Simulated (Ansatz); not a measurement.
# SnS2: point defects

The reference is a 27-atom supercell of SnS2 in the CdI2 type structure (space group P-3m1, No. 164; a = 3.626 Å, c = 5.574 Å; layered, stacked along the Cartesian z axis) at its relaxed geometry.

One neutral defect a cell, atoms relaxed at fixed cell.

The values are results of PBEsol-D3(BJ) (Ansatz, an electronic-structure program, PAW, scalar-relativistic without spin-orbit coupling), earlier PAW set, not measurements.

Problem. Only one of these keeps a band gap. Which?
(A) Ti on a Sn site
(B) Cd on a Sn site
(C) P on a S site

Solution. A, Ti on a Sn site. Computed: Ti on a Sn site: 0.47 eV; P on a S site: zero; Cd on a Sn site: zero

Other magnetic orders, which the real material may have, were not ruled out. The cell is small, so the values are those of an ordered compound at a high defect concentration; dilute-limit values will differ. A case with no gap was solved on a k-mesh chosen for an insulator, which is coarse for it. Starting moments died away, wholly or in part, for Ti on a Sn site and P on a S site; another magnetic solution may exist.
